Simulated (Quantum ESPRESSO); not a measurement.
A self-consistent single point of ZrB2 (P6/mmm, 3 atoms in the cell) with Quantum ESPRESSO.

Level of theory: PBE, SSSP 1.1.2 efficiency (PBE) pseudopotentials (plane waves; Quantum ESPRESSO).

```xyz
3
Lattice="3.1865 0.0000 0.0000 -1.5933 2.7596 0.0000 0.0000 0.0000 3.5737" Properties=species:S:1:pos:R:3 pbc="T T T"
Zr     0.0000     0.0000     0.0000
B      0.0000     1.8397     1.7869
B      1.5933     0.9199     1.7869
```

Reference input (self-consistent single point, DFT, PBE, plane waves, SSSP 1.1.2 efficiency (PBE) pseudopotentials): ecutwfc = 40 Ry; ecutrho = 320 Ry; occupations = smearing; smearing = fermi-dirac; degauss = 0.0073499 Ry; potentials = {Zr: Zr_pbe_v1.uspp.F.UPF, B: b_pbe_v1.4.uspp.F.UPF}; K_POINTS = automatic 16 16 12 0 0 0; conv_thr = 1e-11 Ry; mixing_beta = 0.5. This run's input differs from it in these lines:

```diff
@@ -21,2 +21,3 @@
  mixing_beta = 0.5,
+ tqr = .true.,
 /
```

The program printed (abridged):

```
     Self-consistent Calculation

     iteration #  1     ecut=    40.00 Ry     beta= 0.50

     negative rho (up, down):  6.284E-02 0.000E+00

     total energy              =    -112.08049276 Ry
     estimated scf accuracy    <       0.25767149 Ry

     iteration #  2     ecut=    40.00 Ry     beta= 0.50

     negative rho (up, down):  6.351E-02 0.000E+00

     total energy              =    -112.15614891 Ry
     estimated scf accuracy    <       0.04046042 Ry

     iteration #  3     ecut=    40.00 Ry     beta= 0.50

     negative rho (up, down):  6.409E-02 0.000E+00

     total energy              =    -112.16375930 Ry
     estimated scf accuracy    <       0.00077999 Ry

   [... 6 blocks of this kind left out ...]

     iteration # 10     ecut=    40.00 Ry     beta= 0.50

     negative rho (up, down):  6.420E-02 0.000E+00

     total energy              =    -112.16393681 Ry
     estimated scf accuracy    <          5.4E-11 Ry

     iteration # 11     ecut=    40.00 Ry     beta= 0.50

     negative rho (up, down):  6.420E-02 0.000E+00
     End of self-consistent calculation

     Number of k-points >= 100: set verbosity='high' to print the bands.

     the Fermi energy is    15.5417 ev

!    total energy              =    -112.16393681 Ry
     estimated scf accuracy    <          2.2E-13 Ry
     smearing contrib. (-TS)   =      -0.00064816 Ry
     internal energy E=F+TS    =    -112.16328865 Ry

     convergence has been achieved in  11 iterations

     negative rho (up, down):  6.420E-02 0.000E+00

     Forces acting on atoms (cartesian axes, Ry/au):

     atom    1 type  1   force =     0.00000000    0.00000000    0.00000000
   [... zero for the other atoms too ...]

     Total force =     0.000000     Total SCF correction =     0.000000

     negative rho (up, down):  6.420E-02 0.000E+00
          total   stress  (Ry/bohr**3)                   (kbar)     P=      -36.51
  -0.00022861  -0.00000000   0.00000000          -33.63       -0.00        0.00
  -0.00000000  -0.00022861   0.00000000           -0.00      -33.63        0.00
   0.00000000   0.00000000  -0.00028742            0.00        0.00      -42.28

   JOB DONE.
```

The run converged in 11 iterations. Against the reference run the free energy hardly moves (within 1 meV/atom) and the pressure goes from -4.39 to -3.65 GPa.

The starting cell comes from a database of computed structures (which also holds hypothetical and non-ambient phases and stackings), without a prior relaxation at this level. Its lattice was rescaled by a random factor within 2.5 % of one. With a pressure of about -4 GPa the cell is away from its equilibrium volume at this level.
